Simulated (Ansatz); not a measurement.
The starting structures come from a database of crystals and need not be the phases stable at ambient conditions.

 Where the default PAW files enter, the runs use the earlier of Ansatz's two default sets.

Given:

```yaml
crystal:
  lattice:
    - [4.22147, 0.00000, 0.00000]
    - [0.00000, 6.81672, 0.00000]
    - [2.11074, 0.00000, 3.65590]
  atoms:
    - { symbol: Mg, position: [0.66667, 0.50169, 0.66667] }
    - { symbol: Mg, position: [0.33333, 0.00169, 0.33333] }
    - { symbol: Se, position: [0.66667, 0.12331, 0.66667] }
    - { symbol: Se, position: [0.33333, 0.62331, 0.33333] }
```

Space group of this cell: P6_3mc, wurtzite. The cell is taken as given.

The current runs along the normal of the first two printed vectors, the (100) plane. All runs by Ansatz (a quantum-chemistry and plane-wave program), plane waves and PAW, without spin-orbit coupling; the base is r2SCAN.

```tsv
run	mean pressure (GPa)	gap (eV)	mid-gap κ (1/Å)
base	0.0	3.36	0.221
all lengths scaled by 0.98	3.4	___	___
all lengths scaled by 1.02	-2.6	3.09	0.212
lda in place of r2scan	-1.8	___	___
lengths across the current scaled by 0.98, ions clamped	2.2	3.53	0.228
lengths across the current scaled by 1.02, ions clamped	-1.8	3.19	0.214
lengths along the current scaled by 0.97, ions clamped	1.7	___	___
lengths along the current scaled by 1.03, ions clamped	-1.3	3.19	0.217
pbesol in place of r2scan	-0.3	2.52	0.179
```

Question: Fill in the missing entries.

Answer: 
- all lengths scaled by 0.98, gap (eV): 3.65
- all lengths scaled by 0.98, mid-gap κ (1/Å): 0.231
- lda in place of r2scan, gap (eV): 2.39
- lda in place of r2scan, mid-gap κ (1/Å): 0.172
- lengths along the current scaled by 0.97, ions clamped, gap (eV): 3.49
- lengths along the current scaled by 0.97, ions clamped, mid-gap κ (1/Å): 0.226
